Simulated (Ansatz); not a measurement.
Consider this model of amorphous Ti$_{10}$Al$_{12}$O$_{38}$.

```
CELL_PARAMETERS angstrom
      9.02765     0.00000     0.00000
      0.00000     9.02765     0.00000
      0.00000     0.00000     9.02765
ATOMIC_POSITIONS crystal
  Ti 0.00793 0.61926 0.92378
  Ti 0.01819 0.51913 0.26407
  Ti 0.00255 0.91139 0.37857
  Ti 0.67937 0.41123 0.36165
  Ti 0.64151 0.30196 0.72899
  Ti 0.37634 0.11641 0.69127
  Ti 0.91758 0.46106 0.66324
  Ti 0.10326 0.27037 0.46860
  Ti 0.59223 0.61929 0.95151
  Ti 0.18866 0.07723 0.06650
  Al 0.24641 0.76767 0.09205
  Al 0.46617 0.75919 0.70989
  Al 0.48767 0.26157 0.02663
  Al 0.35832 0.46625 0.22375
  Al 0.53839 0.95877 0.13062
  Al 0.50270 0.72546 0.36369
  Al 0.65892 0.03438 0.44319
  Al 0.81767 0.83969 0.69605
  Al 0.85213 0.15200 0.19911
  Al 0.78677 0.75451 0.19673
  Al 0.97245 0.15441 0.83330
  Al 0.13659 0.90704 0.74880
  O  0.45702 0.25329 0.83043
  O  0.01648 0.43330 0.84698
  O  0.41764 0.65427 0.87214
  O  0.67658 0.47822 0.82818
  O  0.34381 0.91601 0.70739
  O  0.13657 0.58547 0.09704
  O  0.31244 0.22635 0.11370
  O  0.78056 0.21005 0.81717
  O  0.64740 0.79172 0.77628
  O  0.56341 0.12006 0.60166
  O  0.35985 0.93668 0.04794
  O  0.80046 0.91661 0.51478
  O  0.50269 0.45116 0.07623
  O  0.98430 0.15048 0.04126
  O  0.92156 0.66498 0.71990
  O  0.94240 0.96055 0.78628
  O  0.71920 0.19611 0.34876
  O  0.36368 0.66939 0.23169
  O  0.48679 0.39793 0.36069
  O  0.67647 0.62858 0.31890
  O  0.61991 0.78733 0.08342
  O  0.73257 0.40653 0.56337
  O  0.18827 0.40224 0.30740
  O  0.45510 0.68137 0.53989
  O  0.01601 0.13204 0.34547
  O  0.14786 0.77866 0.90304
  O  0.27568 0.19921 0.54301
  O  0.17951 0.09473 0.84364
  O  0.95623 0.70996 0.31362
  O  0.10047 0.88680 0.54706
  O  0.61890 0.13044 0.08282
  O  0.82753 0.94933 0.22768
  O  0.13711 0.91090 0.19757
  O  0.01640 0.47604 0.48907
  O  0.53209 0.92509 0.33211
  O  0.99971 0.24896 0.64465
  O  0.86906 0.38766 0.22599
  O  0.84750 0.64472 0.03871
```

Methods: PBE, scalar-relativistic without spin-orbit coupling (Ansatz, a program for electronic structure); HSE06, scalar-relativistic without spin-orbit coupling (Ansatz). Neutral PBE cell, which sets geometry, pressure and energy: sampling: a 2×2×2 Γ-centred mesh; Fermi-Dirac width 0.02 eV; no spin polarisation. Exact exchange is cut at the faces of this 9 Å cell, which leaves hybrid gaps a finite-size error.

The cell was made by melting and quenching with the CHGNet potential and then relaxed with DFT. O atoms were pushed apart under 1.9 Å during the dynamics, to hinder bonds among them. It is the lowest in DFT energy of 2 quenches. It is a model cell: composition and starting density were chosen by hand, and all elements were melted together. No dispersion term was used. Its density started from a set value of 3.15 and ended at 3.18 g/cm³. The quench (nominally 140 K/ps over its main leg) was far faster than any real one, so the model tends to hold more defects than a real film. Values belong to this one cell and scatter from quench to quench. The volume was free in the relaxation, at fixed shape.

Q: Give the pressure, the energy against reference phases and the spacing of the highest filled and lowest empty levels.

A: 
```yaml
Pressure on a 2×2×2 Γ-centred mesh: -0.05 GPa
Largest force and stress component on that mesh (the relaxation ran on the zone centre alone): 0.07 eV/Å and 1.8 GPa
Energy relative to anatase TiO2 + corundum (lowest mix at this level among the phases computed, not always the ambient ones): 13.1 kJ/mol of atoms
Level gap on a 2×2×2 Γ-centred mesh (PBE): 2.49 eV
Level gap at the zone centre (PBE): 2.54 eV
Level gap at the zone centre (HSE06): 4.17 eV
Distance between the nearest levels spread over more than a fifth of the atoms or a third of the atoms of their main element (six at least) (PBE, zone centre): 3.05 eV
```

Q: At PBE and the zone centre, how localised are the states just below and above the Fermi level (participation number: the atoms over which a state spreads)?

A: The highest filled state is spread over 2.2 atoms' worth, largest on O46, with weights by element (charge in smoothed Voronoi cells) O 0.94, Al 0.05, Ti 0.01. The lowest empty state is spread over 9.3 atoms' worth, largest on Ti7, with weights by element (charge in smoothed Voronoi cells) Ti 0.76, O 0.22, Al 0.01.

At PBE the levels at the filled edge of the gap are localised (band-tail or defect states), and the nearest spread-out levels lie 3.0 eV apart at the zone centre.

Neighbours within Ti-Ti 3.12 Å, Ti-Al 2.89 Å, Ti-O 2.50 Å, Al-Al 2.66 Å, Al-O 2.20 Å, O-O 1.58 Å count as bonded. Two cations that share two anions don't count as bonded, nor two that share one unless they lie closer than Ti-Ti 3.04 Å, Ti-Al 2.81 Å, Al-Al 2.59 Å.
